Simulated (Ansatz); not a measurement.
The starting structures come from a database of crystals and need not be the phases stable at ambient conditions.

 Where the default PAW files enter, the runs use the earlier of Ansatz's two default sets.

Inside the gap of an insulator the Bloch states are evanescent, with a wavenumber k + iκ along the transport direction.

Given:

```
CELL_PARAMETERS angstrom
      3.59153     0.00000     0.00000
      0.00000     4.80198     0.00000
      1.79577     2.40099     2.66538
ATOMIC_POSITIONS crystal
  Li 0.76069 0.26069 0.47862
  Li 0.23931 0.73931 0.52138
  C  0.00000 0.13026 0.00000
  C  0.00000 0.86974 0.00000
```

Space group of this cell: Immm. The cell is taken as given.

Transport runs along the normal of the first two printed cell vectors.

The gap is the functional's own, uncorrected, and κ follows it; spin-orbit coupling is left out. Mid-gap values are interpolated between the computed energies.

### Question
Give the band gap and the smallest decay constant κ at mid-gap that PBEsol (Ansatz, a quantum-chemistry and plane-wave program) yields.

### Answer
Gap 3.21 eV on a 12×12×12 mesh; κ = 0.384 1/Å, at the zone centre.
